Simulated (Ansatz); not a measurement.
**Short convergence ladders for CsH3O2 (Amm2, 6 atoms in the cell)**

```xyz
6
Lattice="4.2715 0.0000 0.0000 0.0000 2.2237 4.0437 0.0000 -2.2237 4.0437" Properties=species:S:1:pos:R:3 pbc="T T T"
Cs     0.0000     0.0000     7.9687
H      2.1357     0.0000     4.5165
H      2.1357    -0.8484     2.1184
H      2.1357     0.8484     2.1184
O      2.1357     0.0000     5.4954
O      2.1357     0.0000     2.7017
```

Base method: LDA (PW92), default PAW files made with PBE (plane waves; Ansatz, an electronic-structure program).

Base settings: basis.ecutwfc = 420 eV; kpoints.mp_grid.grid = 6 6 6; hamiltonian.xc = lda; hamiltonian.pseudopotentials = {kind: paw} (the program's default PAW files); scf.occupations.method = fixed.

The count of work is k-points × plane waves × bands × iterations; it is no time. 

**The force threshold of a relaxation**

On CsH3O2 (Amm2, 6 atoms in the cell): one atom moved by 0.15 angstrom.

In this ladder: relax = atoms.

The mesh stays at the base's, so the ladder's end is converged at best in this setting alone.

Only quantities that move along the ladder and can be compared are tabulated.

```tsv
relax.f_tol	free energy less the last step's (meV/atom)	largest force left (eV/Å)	relaxation steps
0.2 eV/Å	0.13	0.0920	3
0.05 eV/Å	0.01	0.0235	4
0.02 eV/Å	0.00	0.0084	5
0.001 eV/Å	0.00	0.0001	7
```

Coarsest relax.f_tol that holds the largest force left within 0.02 eV/Å of the last step, with all finer ones: 0.02 eV/Å; the step before is off by 0.023 eV/Å.

Coarsest relax.f_tol that holds the free energy within 0.05 meV/atom of the last step, with all finer ones: 0.05 eV/Å; the step before is off by 0.13 meV/atom.

**The size of the supercell around a displaced atom**

On CsH3O2 (Amm2, 6 atoms in the cell), and larger cells.

In this ladder: scf.occupations.method = fermi_dirac; scf.occupations.width = 0.05 eV.

Steps: 1 x 1 x 1 supercell, one H atom moved by 0.02 angstrom along z; 2 x 2 x 1 supercell, one H atom moved by 0.02 angstrom along z; and so on, with the mesh thinned in proportion.

Only quantities that move along the ladder and can be compared are tabulated.

```csv
atoms,largest change of a force by the displacement (eV/Å),count of work / last
6,0.3367,0.11
24,0.3394,0.50
48,0.3443,1.0
```

Smallest size that holds the largest change of a force by the displacement within 0.002 eV/Å: not settled: the last two steps still differ by 0.0049 eV/Å, over half the tolerance, so the ladder does not show it.

On the base run: the starting cell comes from a database of computed structures (which also holds hypothetical and non-ambient phases and stackings), without a prior relaxation at this level. Its lattice was rescaled by up to half a per cent.

Left out of this page: 1 run of the series outside the window shown, repeating another row's setting, or not comparable.

Keys are those of Ansatz 0.2.
